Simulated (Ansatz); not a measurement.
# WC under load (space group P-6m2): band-structure transport figures

Data:

```xyz
2
Lattice="2.8936 0.0000 0.0000 -1.4468 2.5059 0.0000 0.0000 0.0000 2.8242" Properties=species:S:1:pos:R:3 pbc="T T T"
W      0.0000     0.0000     0.0000
C      1.4468     0.8353     1.4121
```

Computed with PBEsol, rigid bands (plane waves, PAW, scalar-relativistic; Ansatz, an electronic-structure program). Condition of this run: hydrostatic pressure 2 GPa (the target of the relaxation). How the cell was made: cell and atoms relaxed with PBEsol, then loaded as said.

```
Item                                                                Value
------------------------------------  -----------------------------------
density of states at the Fermi level   0.299 states/(eV·cell), both spins
bare Sommerfeld coefficient                     0.35 mJ/(mol of atoms·K²)
Drude plasma energy                          3.4 (x), 3.4 (y), 3.3 (z) eV
root-mean-square Fermi velocity                                 5.4e5 m/s
resistivity times τ                   43 (x), 43 (y), 46 (z) ×10⁻²² Ω·m·s
```

A metal at this level (no band gap); rigid bands, thermally averaged at 300 K, both spins. Spin-orbit coupling is left out, which matters with elements this heavy. τ is one relaxation time for all states.
